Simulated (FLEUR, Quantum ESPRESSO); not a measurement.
A FLEUR input for a self-consistent single point of SrAlGe (P-6m2, 3 atoms in the cell) (DFT, PBEsol, all-electron FLAPW (FLEUR), scalar-relativistic valence):

Input of the input generator:

```
SrAlGe crystal
&input film=f /
4.2105894775 0.0000001212 0.0000000000
-2.1052948438 3.6464773918 0.0000000000
0.0000000000 0.0000000000 4.6834400000
1.8897261246
1.0 1.0 1.0

3
38 0.0000000000 0.0000000000 -0.0000000000
13 0.6666666667 0.3333333333 0.5000000000
32 0.3333333333 0.6666666667 0.5000000000

&comp jspins=1 /
&exco xctyp='PBEs' /
&kpt div1=6 div2=6 div3=5 gamma=t /
&end /
```

```xml
<?xml version="1.0" encoding="UTF-8" standalone="no"?>
<fleurInput fleurInputVersion="0.39">
   <comment>
      SrAlGe crystal                                                                                      
   </comment>
   <calculationSetup>
      <cutoffs Kmax="4.6" Gmax="18.4" GmaxXC="18.4" numbands="0"/>
      <scfLoop itmax="60" minDistance="0.00001" maxIterBroyd="15" imix="Anderson" alpha="0.05" precondParam="0.0" spinf="2.0"/>
      <coreElectrons ctail="T" frcor="F" kcrel="0" coretail_lmax="0"/>
      <xcFunctional name="PBEs" relativisticCorrections="F"/>
      <magnetism jspins="1"/>
      <soc l_soc="F" theta="0.0" phi="0.0" spav="F"/>
      <expertModes spex="0" secvar="F"/>
      <geometryOptimization l_f="T" forcealpha="1.0" forcemix="BFGS" epsdisp="0.00001" epsforce="0.00001"/>
      <ldaU l_linMix="F" mixParam="0.05" spinf="1.0"/>
   </calculationSetup>
   <cell>
      <bzIntegration valenceElectrons="27.0" mode="hist" fermiSmearingEnergy="0.00183747">
         <kPointListSelection listName="default-1"/>
         <!-- k-points included here -->
         <xi:include xmlns:xi="http://www.w3.org/2001/XInclude" href="kpts.xml"> </xi:include>
      </bzIntegration>
      <!-- symmetry operations included here -->
      <xi:include xmlns:xi="http://www.w3.org/2001/XInclude" href="sym.xml"> </xi:include>
      <bulkLattice scale="1.0">
         <bravaisMatrix>
            <row-1>    7.9568609355976134     0.0000002290348063     0.0000000000000000</row-1>
            <row-2>   -3.9784306663145359     6.8908435900477292     0.0000000000000000</row-2>
            <row-3>    0.0000000000000000     0.0000000000000000     8.8504189209966242</row-3>
         </bravaisMatrix>
      </bulkLattice>
   </cell>
   <atomSpecies>
      <species name="Strontium (Sr)" element="Sr" atomicNumber="38">
         <mtSphere radius="2.68" gridPoints="925" logIncrement="0.014"/>
         <atomicCutoffs lmax="10" lnonsphr="8"/>
         <electronConfig flipSpins="F">
            <coreConfig>(1s1/2) (2s1/2) (2p1/2) (2p3/2) (3s1/2) (3p1/2) (3p3/2) (3d3/2) (3d5/2)</coreConfig>
            <valenceConfig>(4s1/2) (4p1/2) (4p3/2) (5s1/2)</valenceConfig>
         </electronConfig>
         <energyParameters s="5" p="5" d="4" f="4"/>
         <lo type="SCLO" l="0" n="4" eDeriv="0"/>
         <lo type="SCLO" l="1" n="4" eDeriv="0"/>
      </species>
      <species name="Aluminum (Al)" element="Al" atomicNumber="13">
         <mtSphere radius="1.72" gridPoints="595" logIncrement="0.019"/>
         <atomicCutoffs lmax="8" lnonsphr="6"/>
         <electronConfig flipSpins="F">
            <coreConfig>(1s1/2) (2s1/2) (2p1/2) (2p3/2)</coreConfig>
            <valenceConfig>(3s1/2) (3p1/2) (3p3/2)</valenceConfig>
            <stateOccupation state="(3p1/2)" spinUp="0.1666666666667" spinDown="0.1666666666667"/>
            <stateOccupation state="(3p3/2)" spinUp="0.3333333333333" spinDown="0.3333333333333"/>
         </electronConfig>
         <energyParameters s="3" p="3" d="3" f="4"/>
      </species>
      <species name="Germanium (Ge)" element="Ge" atomicNumber="32">
         <mtSphere radius="2.65" gridPoints="915" logIncrement="0.014"/>
         <atomicCutoffs lmax="10" lnonsphr="8"/>
         <electronConfig flipSpins="F">
            <coreConfig>(1s1/2) (2s1/2) (2p1/2) (2p3/2) (3s1/2) (3p1/2) (3p3/2)</coreConfig>
            <valenceConfig>(4s1/2) (3d3/2) (3d5/2) (4p1/2) (4p3/2)</valenceConfig>
            <stateOccupation state="(4p1/2)" spinUp="0.3333333333333" spinDown="0.3333333333333"/>
            <stateOccupation state="(4p3/2)" spinUp="0.6666666666667" spinDown="0.6666666666667"/>
         </electronConfig>
         <energyParameters s="4" p="4" d="3" f="4"/>
         <lo type="HELO" l="2" n="4" eDeriv="0"/>
      </species>
   </atomSpecies>
   <atomGroups>
      <atomGroup species="Strontium (Sr)">
         <relPos label="                   1">.0000000000 .0000000000 .0000000000</relPos>
         <force calculate="T" relaxXYZ="TTT"/>
      </atomGroup>
      <atomGroup species="Aluminum (Al)">
         <relPos label="                   2">-1.000/3.000 1.000/3.000 1.000/2.000</relPos>
         <force calculate="T" relaxXYZ="TTT"/>
      </atomGroup>
      <atomGroup species="Germanium (Ge)">
         <relPos label="                   3">1.000/3.000 -1.000/3.000 1.000/2.000</relPos>
         <force calculate="T" relaxXYZ="TTT"/>
      </atomGroup>
   </atomGroups>
   <output dos="F" band="F" slice="F">
      <checks vchk="F" cdinf="F"/>
      <bandDOS minEnergy="-.5*Htr" maxEnergy="0.5*Htr" sigma="0.015" storeEVData="T"/>
      <vacuumDOS vacdos="F" integ="F" star="F" nstars="0" locx1="0.0" locy1="0.0" locx2="0.0" locy2="0.0" nstm="0" tworkf="0.0"/>
      <unfoldingBand unfoldBand="F" supercellX="1" supercellY="1" supercellZ="1"/>
      <plotting iplot="0" polar="F">
         <plot TwoD="T" vec1="  1.0  0.0  0.0" vec2="  0.0  1.0  0.0" vec3="  0.0  0.0  1.0" zero="  0.0  0.0  0.0" file="plot"/>
      </plotting>
      <chargeDensitySlicing numkpt="0" minEigenval="0.0" maxEigenval="0.0" nnne="0" pallst="F"/>
      <specialOutput eonly="F"/>
      <magneticCircularDichroism mcd="F" energyLo="-10.0" energyUp="0.0"/>
   </output>
  <!-- We include the file relax.xml here to enable relaxations (see documentation) -->
  <xi:include xmlns:xi="http://www.w3.org/2001/XInclude" href="relax.xml"> <xi:fallback/> </xi:include>
</fleurInput>
```

### Question
Write the same calculation as an input for Quantum ESPRESSO.

### Answer
This is the input that was run; spellings and numerical settings could be chosen otherwise.

```fortran
&CONTROL
    calculation = 'scf'
    outdir = './tmp/'
    pseudo_dir = './'
    verbosity = 'high'
    tprnfor = .true.
    tstress = .true.
/
&SYSTEM
    ibrav = 4
    celldm(1) = 7.9568609358
    celldm(3) = 1.112300314476
    nat = 3
    ntyp = 3
    ecutwfc = 80
    occupations = 'smearing'
    smearing = 'fermi-dirac'
    degauss = 0.0036749
/
&ELECTRONS
    conv_thr = 1.0d-10
    mixing_beta = 0.7
/
ATOMIC_SPECIES
Sr    87.6200  Sr.upf
Al    26.9815  Al.upf
Ge    72.6300  Ge.upf
ATOMIC_POSITIONS {angstrom}
Sr    0.0000000000    0.0000000000    0.0000000000
Al    2.1052947388    1.2154924842    2.3417200000
Ge    0.0000000000    2.4309849683    2.3417200000
K_POINTS {automatic}
6 6 5  0 0 0
```

Basis, cutoffs, solver keys and any potentials are the target program's own. This input uses DFT, PBEsol, plane waves, PseudoDojo standard norm-conserving (PBESOL) pseudopotentials.

The starting cell comes from a database of computed structures (which also holds hypothetical and non-ambient phases and stackings), without a prior relaxation at this level. For this run, on top of that: lattice scaled by 0.98.
